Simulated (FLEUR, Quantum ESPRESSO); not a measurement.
A Quantum ESPRESSO input for a self-consistent single point of In (I4/mmm, 1 atom in the cell) (DFT, PBE, plane waves, GBRV 1.5 ultrasoft (PBE) pseudopotentials):

```fortran
&CONTROL
 calculation = 'scf',
 outdir = './out',
 pseudo_dir = './',
 tprnfor = .true.,
 tstress = .true.,
/
&SYSTEM
 ibrav = 7,
 A = 3.21057800,
 C = 4.91101400,
 nat = 1,
 ntyp = 1,
 ecutwfc = 40,
 ecutrho = 200,
 occupations = 'smearing',
 smearing = 'fd',
 degauss = 0.0073499,
/
&ELECTRONS
 conv_thr = 1.0d-10,
 mixing_beta = 0.3,
/
ATOMIC_SPECIES
In   114.8180  in_pbe_v1.4.uspp.F.UPF
ATOMIC_POSITIONS {angstrom}
In    0.00000000    0.00000000    0.00000000
K_POINTS {automatic}
19 19 19  0 0 0
```

Task: Give the FLEUR input for the same structure, mesh, smearing and functional.

Result: This is the input that was run; spellings and numerical settings could be chosen otherwise.

Input of the input generator:

```
In
&input film=f /
-3.0335565609 3.0335565609 4.6402357271
3.0335565609 -3.0335565609 4.6402357271
3.0335565609 3.0335565609 -4.6402357271
1.0
1.0 1.0 1.0

1
49 0.0000000000 0.0000000000 0.0000000000

&comp jspins=1 /
&kpt div1=19 div2=19 div3=19 /
&end /
```

```xml
<?xml version="1.0" encoding="UTF-8" standalone="no"?>
<fleurInput fleurInputVersion="0.39">
   <comment>
      In                                                                                                  
   </comment>
   <calculationSetup>
      <cutoffs Kmax="3.8" Gmax="15.2" GmaxXC="15.2" numbands="0"/>
      <scfLoop itmax="60" minDistance="0.00001" maxIterBroyd="15" imix="Anderson" alpha="0.05" precondParam="0.0" spinf="2.0"/>
      <coreElectrons ctail="T" frcor="F" kcrel="0" coretail_lmax="0"/>
      <xcFunctional name="pbe" relativisticCorrections="F"/>
      <magnetism jspins="1"/>
      <soc l_soc="F" theta="0.0" phi="0.0" spav="F"/>
      <expertModes spex="0" secvar="F"/>
      <geometryOptimization l_f="T" forcealpha="1.0" forcemix="BFGS" epsdisp="0.00001" epsforce="0.00001"/>
      <ldaU l_linMix="F" mixParam="0.05" spinf="1.0"/>
   </calculationSetup>
   <cell>
      <bzIntegration valenceElectrons="13.0" mode="hist" fermiSmearingEnergy="0.00367493">
         <kPointListSelection listName="default-1"/>
         <!-- k-points included here -->
         <xi:include xmlns:xi="http://www.w3.org/2001/XInclude" href="kpts.xml"> </xi:include>
      </bzIntegration>
      <!-- symmetry operations included here -->
      <xi:include xmlns:xi="http://www.w3.org/2001/XInclude" href="sym.xml"> </xi:include>
      <bulkLattice scale="1.0">
         <bravaisMatrix>
            <row-1>   -3.0335565609000001     3.0335565609000001     4.6402357271000003</row-1>
            <row-2>    3.0335565609000001    -3.0335565609000001     4.6402357271000003</row-2>
            <row-3>    3.0335565609000001     3.0335565609000001    -4.6402357271000003</row-3>
         </bravaisMatrix>
      </bulkLattice>
   </cell>
   <atomSpecies>
      <species name="Indium (In)" element="In" atomicNumber="49">
         <mtSphere radius="2.68" gridPoints="925" logIncrement="0.014"/>
         <atomicCutoffs lmax="10" lnonsphr="8"/>
         <electronConfig flipSpins="F">
            <coreConfig>(1s1/2) (2s1/2) (2p1/2) (2p3/2) (3s1/2) (3p1/2) (3p3/2) (4s1/2) (3d3/2) (3d5/2) (4p1/2) (4p3/2)</coreConfig>
            <valenceConfig>(5s1/2) (4d3/2) (4d5/2) (5p1/2) (5p3/2)</valenceConfig>
            <stateOccupation state="(5p1/2)" spinUp="0.1666666666667" spinDown="0.1666666666667"/>
            <stateOccupation state="(5p3/2)" spinUp="0.3333333333333" spinDown="0.3333333333333"/>
         </electronConfig>
         <energyParameters s="5" p="5" d="5" f="4"/>
         <lo type="SCLO" l="2" n="4" eDeriv="0"/>
      </species>
   </atomSpecies>
   <atomGroups>
      <atomGroup species="Indium (In)">
         <relPos label="                   1">.0000000000 .0000000000 .0000000000</relPos>
         <force calculate="T" relaxXYZ="TTT"/>
      </atomGroup>
   </atomGroups>
   <output dos="F" band="F" slice="F">
      <checks vchk="F" cdinf="F"/>
      <bandDOS minEnergy="-.5*Htr" maxEnergy="0.5*Htr" sigma="0.015" storeEVData="T"/>
      <vacuumDOS vacdos="F" integ="F" star="F" nstars="0" locx1="0.0" locy1="0.0" locx2="0.0" locy2="0.0" nstm="0" tworkf="0.0"/>
      <unfoldingBand unfoldBand="F" supercellX="1" supercellY="1" supercellZ="1"/>
      <plotting iplot="0" polar="F">
         <plot TwoD="T" vec1="  1.0  0.0  0.0" vec2="  0.0  1.0  0.0" vec3="  0.0  0.0  1.0" zero="  0.0  0.0  0.0" file="plot"/>
      </plotting>
      <chargeDensitySlicing numkpt="0" minEigenval="0.0" maxEigenval="0.0" nnne="0" pallst="F"/>
      <specialOutput eonly="F"/>
      <magneticCircularDichroism mcd="F" energyLo="-10.0" energyUp="0.0"/>
   </output>
  <!-- We include the file relax.xml here to enable relaxations (see documentation) -->
  <xi:include xmlns:xi="http://www.w3.org/2001/XInclude" href="relax.xml"> <xi:fallback/> </xi:include>
</fleurInput>
```

Basis, cutoffs, solver keys and any potentials are the target program's own. This input uses DFT, PBE, all-electron FLAPW (FLEUR), scalar-relativistic valence.

The starting cell comes from a database of computed structures (which also holds hypothetical and non-ambient phases and stackings), without a prior relaxation at this level. Its lattice was rescaled by a random factor within 2.5 % of one.
